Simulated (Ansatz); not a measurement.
Consider SnS in the rock salt structure (space group Fm-3m, No. 225; a = 5.7438 Å; a model cell). Axes: x, y, z lie along the cube axes.

Level of theory: plane-wave PAW DFT at the PBEsol level (Ansatz, a quantum-chemistry and plane-wave program, 420 eV), scalar-relativistic without spin-orbit coupling.

For the base:

* **Shortest interatomic distance**: 287.2 pm

The change: uniaxial strain ε_yy = +0.90 %, all other strain components held at zero, atoms relaxed at fixed cell.

Q: What does the calculation give for the energy relative to the base, stress and shortest interatomic distance after the change?

A: The energy grows by 0.9 meV/atom; the stress (xx, yy, zz, yz, xz, xy; compression positive) is (-0.13, -1.29, -0.13, 0.00, 0.00, 0.00) GPa; the shortest interatomic distance remains 287.2 pm.

Stability against distortions was not tested. The base started in P3_121 and relaxed to Fm-3m at this level.
